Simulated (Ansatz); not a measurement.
Ansatz (an electronic-structure program) run on Li3YBi2 (P3m1, 6 atoms in the cell): self-consistent single point.

Computed with PBEsol, default PAW files made with PBE (plane waves; Ansatz).

The change in words: lattice scaled by 0.98; kpoints.mp_grid.grid: 8 8 5 → 10 10 6. Reference geometry:
```yaml
crystal:
  lattice:
    - [4.61481, 0.00000, 0.00000]
    - [-2.30741, 3.99654, 0.00000]
    - [0.00000, 0.00000, 7.28770]
  atoms:
    - { symbol: Li, position: [0.66667, 0.33333, 0.35780] }
    - { symbol: Li, position: [0.33333, 0.66667, 0.64906] }
    - { symbol: Li, position: [0.00000, 0.00000, 0.50000] }
    - { symbol: Y, position: [0.00000, 0.00000, 0.00000] }
    - { symbol: Bi, position: [0.66667, 0.33333, 0.75259] }
    - { symbol: Bi, position: [0.33333, 0.66667, 0.24741] }
```

Reference input (self-consistent single point, DFT, PBEsol, plane waves, default PAW files made with PBE): basis.ecutwfc = 420 eV; kpoints.mp_grid.grid = 8 8 5; hamiltonian.xc = pbesol; hamiltonian.pseudopotentials = {kind: paw} (the program's default PAW files); scf.occupations.method = gaussian; scf.occupations.width = 0.1 eV. This run's input differs from it in these lines:

Ansatz 0.2 input:
```diff
@@ -3,12 +3,12 @@
   lattice:
-    - [4.61481000, 0.00000000, 0.00000000]
-    - [-2.30740500, 3.99654300, 0.00000000]
-    - [0.00000000, 0.00000000, 7.28769800]
+    - [4.52251400, 0.00000000, 0.00000000]
+    - [-2.26125700, 3.91661200, 0.00000000]
+    - [0.00000000, 0.00000000, 7.14194400]
   atoms:
-    - { symbol: Li, position_ang: [2.30740731, 1.33217967, 2.60754563] }
-    - { symbol: Li, position_ang: [-0.00000231, 2.66436333, 4.73015326] }
-    - { symbol: Li, position_ang: [0.00000000, 0.00000000, 3.64384900] }
+    - { symbol: Li, position_ang: [2.26125926, 1.30553603, 2.55539471] }
+    - { symbol: Li, position_ang: [-0.00000226, 2.61107597, 4.63555017] }
+    - { symbol: Li, position_ang: [0.00000000, 0.00000000, 3.57097200] }
     - { symbol: Y, position_ang: [0.00000000, 0.00000000, 0.00000000] }
-    - { symbol: Bi, position_ang: [2.30740731, 1.33217967, 5.48464864] }
-    - { symbol: Bi, position_ang: [-0.00000231, 2.66436333, 1.80304936] }
+    - { symbol: Bi, position_ang: [2.26125926, 1.30553603, 5.37495563] }
+    - { symbol: Bi, position_ang: [-0.00000226, 2.61107597, 1.76698837] }
 basis:
@@ -16,3 +16,3 @@
 kpoints:
-  mp_grid: { grid: [8, 8, 5] }
+  mp_grid: { grid: [10, 10, 6] }
 hamiltonian:
```

Output, abridged:

```
SCF iter   1: F=—  HF=-28892.356438 eV  |F-HF|=—  |Δ(HF+E_count)|=         —  Δρ=2.19e-3  dr2=1.27e-2  ethr=1.77e-3  ⟨swp⟩=6.5  Hψ=10636  notcnv=0
all-band conjugate gradients solve this SCF's bands
preconditioner: auto → Kerker (q_TF=auto, 2.337 Å⁻¹)
SCF iter   2: F=—  HF=-28892.353533 eV  |F-HF|=—  |Δ(HF+E_count)|=   2.90e-3  Δρ=1.17e-3  dr2=3.80e-3  ethr=2.53e-5  ⟨swp⟩=1.0  Hψ=2812  notcnv=0
SCF iter   3: F=—  HF=-28892.352715 eV  |F-HF|=—  |Δ(HF+E_count)|=   8.18e-4  Δρ=3.38e-4  dr2=5.61e-4  ethr=7.60e-6  ⟨swp⟩=2.1  Hψ=3733  notcnv=0
SCF iter   4: F=—  HF=-28892.352622 eV  |F-HF|=—  |Δ(HF+E_count)|=   9.23e-5  Δρ=7.77e-5  dr2=1.60e-5  ethr=1.12e-6  ⟨swp⟩=2.0  Hψ=2566  notcnv=0
SCF iter   5: F=—  HF=-28892.352621 eV  |F-HF|=—  |Δ(HF+E_count)|=   1.60e-6  Δρ=2.56e-5  dr2=1.94e-6  ethr=3.19e-8  ⟨swp⟩=2.0  Hψ=2569  notcnv=0
SCF iter   6: F=—  HF=-28892.352620 eV  |F-HF|=—  |Δ(HF+E_count)|=   3.27e-7  Δρ=5.31e-6  dr2=1.16e-7  ethr=3.87e-9  ⟨swp⟩=2.0  Hψ=2574  notcnv=0
SCF iter   7: F=-28892.352620 eV  HF=-28892.352620 eV  |F-HF|=1.87e-8  |Δ(HF+E_count)|=   1.79e-8  Δρ=2.27e-6  dr2=2.51e-8  ethr=2.00e-10  ⟨swp⟩=9.2  Hψ=9987  notcnv=0
SCF 1 converged in 7 iterations: F = -28892.352620 eV  dr2 = 2.51e-8
Free energy (F): -28892.352620 eV
Internal energy: -28892.350860 eV  (E = F + TS)
E sigma→0 (E₀):  -28892.351740 eV
Entropy (-TS):   -0.001760 eV (-0.293 meV/atom)
Fermi energy:    9.272295 eV
--- Forces (eV/Å), atoms counted from 1 ---
  atom   1  Li     0.00000000     0.00000000    -0.12211313
  atom   2  Li     0.00000000    -0.00000000     0.01526070
  atom   3  Li    -0.00000000     0.00000000    -0.00134127
  atom   4  Y      0.00000000     0.00000000     0.04234094
  atom   5  Bi     0.00000000    -0.00000000     0.02557391
  atom   6  Bi    -0.00000000     0.00000000     0.04022991
--- Stress (GPa, compression-positive) ---
        2.033601       0.000000       0.000000
        0.000000       2.033601      -0.000000
        0.000000       0.000000       1.513532
  P = ⅓ Tr σ = 1.8602 GPa (18.602 kbar)
  The stress holds the Pulay correction. Without it, at fixed plane waves, as pw.x and ABINIT print it: P = 1.8460 GPa
```

The run converged in 7 iterations. Against the reference run the free energy rises by 3.0 meV/atom, the pressure goes from -0.87 to 1.86 GPa and the largest force hardly changes (0.123 to 0.122 eV/Å).

The starting cell comes from a database of computed structures (which also holds hypothetical and non-ambient phases and stackings), without a prior relaxation at this level. Its lattice was rescaled by up to half a per cent. One atom was moved a little off its site on purpose. For this run, on top of that: lattice scaled by 0.98. Ansatz's pressure includes its estimate of the finite-basis (Pulay) stress.
